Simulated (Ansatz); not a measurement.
Bond-angle distributions (per cent of the angles at each element, bins of 10°) of a relaxed model of amorphous Hf$_{18}$O$_{38}$Ge at 8.73 g/cm³. Calculation: PBE, scalar-relativistic without spin-orbit coupling (plane waves to 420 eV, PAW; Ansatz, an electronic-structure program).

It comes from a melt-quench run on a machine-learned potential (CHGNet), relaxed afterwards by DFT. O atoms were pushed apart under 1.9 Å during the dynamics, to hinder bonds among them. The hot cell started wider than the set density and was brought back towards it in steps. It is the lowest in DFT energy of 2 quenches. It is a model cell: composition and starting density were chosen by hand, and all elements were melted together. No dispersion term was used. Its density started from a set value of 8.72 and ended at 8.73 g/cm³. The simulated quench (nominally 380 K/ps over its main leg) is rapid and tends to freeze in more defects than a deposited or slowly cooled glass has. A cell of this size samples the disorder only roughly. Volume and shape were free in the relaxation.

Bonds are counted up to Hf-Hf 3.34 Å, Hf-O 2.60 Å, Hf-Ge 2.99 Å, O-O 1.58 Å, O-Ge 2.23 Å, Ge-Ge 2.81 Å. Two cations that share two anions don't count as bonded, nor two that share one unless they lie closer than Hf-Hf 3.25 Å, Hf-Ge 2.91 Å, Ge-Ge 2.57 Å.

```
angle (°)  at Hf  at O
---------  -----  ----
50-60          0     0
60-70          2     0
70-80         27     0
80-90         18     0
90-100         9    19
100-110        9    34
110-120        6    16
120-130        8     8
130-140        7     7
140-150        6    11
150-160        5     4
160-170        3     0
170-180        1     1
```

They go with these counts of neighbours within the cut-offs, cation contacts included: Hf mean 6.2, most often 6; O mean 3.0, most often 3.
